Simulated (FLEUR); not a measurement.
**Equation of state of fluorite-structure HfO2 (space group 225): energy against volume (FLEUR, LDA)**

```xyz
3
Lattice="0.0000 2.4412 2.4412 2.4412 0.0000 2.4412 2.4412 2.4412 0.0000" Properties=species:S:1:pos:R:3 pbc="T T T"
Hf     0.0000     0.0000     0.0000
O      1.2206     1.2206     1.2206
O      3.6618     3.6618     3.6618
```

Method of the run: LDA (Perdew-Zunger), all-electron FLAPW (FLEUR), scalar-relativistic valence (FLEUR). Settings: Kmax = 5.13 1/bohr; GmaxXC = 18 1/bohr; xcFunctional = pz; jspins = 1; l_soc = F; mode = hist; fermiSmearingEnergy = 0.00036749 Htr; mesh (inpgen div1-3) = 11 11 11; inpgen gamma flag = false; Gmax = 18 1/bohr; numbands = 0; maxIterBroyd = 99; imix = Anderson; alpha = 0.05; precondParam = 0; minDistance = 1e-05 me/bohr^3. The cell above is the first row's. The rows scale it uniformly. In all rows fractional positions and the k mesh are held. E is the free energy at the stated smearing, counted from the lowest row.

```csv
V (Å^3/atom),E (meV/atom)
9.699,52.17
9.910,25.49
10.121,8.33
10.331,0.08
10.542,0.00
10.753,6.57
10.964,19.98
11.175,39.10
11.386,?
```

The 8 complete rows are fitted with the third-order Birch-Murnaghan form, a cubic in V^(-2/3), E against V. With u = V^(-2/3) - 0.210, the rows have u = 0.009878, 0.006746, 0.003723, 0.000817, -0.002006, -0.004736, -0.007378, -0.009936. Least squares gives E = -0.701 + 680.45·u + 472424·u² + 79144·u³. Residuals (row less fit): -0.023, 0.077, -0.055, -0.090, 0.166, -0.094, 0.017, 0.000; standard error 0.116 (degrees of freedom: 4). Its minimum lies at u = -0.000720, so V0 = (0.209280)^(-3/2) = 10.45. There d²E/du² = 944500 and d³E/du³ = 474900, so B0 = (4/9) × 10.45^(-7/3) × 944500 × 0.160218 = 282 GPa (the last factor turns the table's units into GPa), and B0' = 4 + (2/3) × 0.209280 × (474900)/944500 = 4.1.

Q: Estimate the missing E (V = 11.386); what did the run itself give?

A: u = -0.012416, so E = -0.701 + 680.45 × (-0.012416) + 472424 × (-0.012416)² + 79144 × (-0.012416)³ = 63.527 meV/atom. The calculation gives 63.34 meV/atom, 0.187 meV/atom below the prediction (0.3 % of the range of E in the table). The row lies outside the fitted rows, so this is an extrapolation. From the scatter of the fitted rows alone, a prediction at this place has a standard error of 0.282 meV/atom, so the miss is 0.7 times that.

Carrying the step between the two nearest rows on in a straight line would have given 58.22, off by 5.12; series whose last step already gives the withheld value aren't shown. The scan was laid around a cell of about the measured size, scaled by a guess for this functional. This is a high-temperature phase, held here by symmetry. The runs keep the symmetry of the cell, so they don't test it for distortions. Values depend on the basis (sphere radii, cutoffs, local orbitals), which need not be converged. Spin-orbit coupling is off. Cutoffs and mesh are single choices, not tested for convergence of this quantity. Series with a scatter that would blur these digits, or in which a gap closes, are not shown. Nor are scans whose minimum lies at an end fitted in this form.
